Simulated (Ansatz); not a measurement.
Take SnPt in the NiAs type structure (space group P6_3/mmc, No. 194; a = 4.124 Å, c = 5.440 Å) as the base.

Levels (all Ansatz, a first-principles code, PAW): PBEsol (420 eV, without spin-orbit coupling); PBEsol+SOC (420 eV, with spin-orbit coupling).

The geometry is relaxed with PBEsol.

PBEsol pressure: 0.0 GPa

Q: What does PBEsol+SOC give at this geometry for the pressure?

A: The pressure goes from zero to -0.4 GPa.

Single points use the geometry relaxed with PBEsol. Differences between runs with and without spin-orbit coupling are approximate. Whether these cells are dynamically stable was not tested. The runs without spin-orbit coupling are not spin-polarised.
